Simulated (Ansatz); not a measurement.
Take Nb in the bcc (W type) structure (space group Im-3m, No. 229; a = 3.3027 Å) as the base.

Computed with DFT with r2SCAN, PAW potentials and a 500 eV plane-wave cutoff in Ansatz (an electronic-structure program), no spin-orbit coupling.

Before the change:

- Pressure: 0.0 GPa

Perturbation: the cell is scaled by 1.0120 in all directions; the atoms relax in the strained cell.

Question: What happens to the energy relative to the base and pressure?

Answer: The energy increases by 12 meV/atom; the pressure goes from zero to -5.8 GPa.

Whether these cells are dynamically stable was not tested. All final runs are without spin polarisation.
